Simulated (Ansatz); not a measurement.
Take GaAs in the zinc blende structure (space group F-43m, No. 216; a = 5.666 Å) as the base. Axes: x, y, z lie along the cube axes.

It is then changed as follows: compressive biaxial strain of 2.92 % in the plane normal to [001], as in epitaxy on a mismatched substrate; the out-of-plane cell vector and the atoms relax.

Levels (all Ansatz, an electronic-structure program, PAW, earlier PAW set): r2SCAN (500 eV, spin-orbit coupling left out); HSE06+SOC (420 eV, noncollinear with spin-orbit coupling).

The geometry is relaxed with r2SCAN.

| Quantity | Value |
|---|---|
| r2SCAN lowest conduction level above the VBM at special points | Γ 1.11 eV; N 1.29 eV; X 1.48 eV |
| r2SCAN valence-band top at Γ | 0.00, 0.00, -0.36 eV |

With HSE06+SOC at the same geometry, the lowest conduction level above the VBM at special points becomes Γ 1.39 eV; N 1.55 eV; X 1.64 eV (r2SCAN: Γ 1.11 eV; N 1.29 eV; X 1.48 eV); the valence-band top at Γ (three highest Kramers pairs, from the VBM) changes from 0.00, 0.00, -0.36 eV to 0.00, -0.16, -0.58 eV.

Single points use the geometry relaxed with r2SCAN. The spin-orbit shifts are approximate. The levels and masses belong to the bands next to the band gap. Whether these cells are dynamically stable was not tested. Labels are those of the standard path for the cell's own space group.
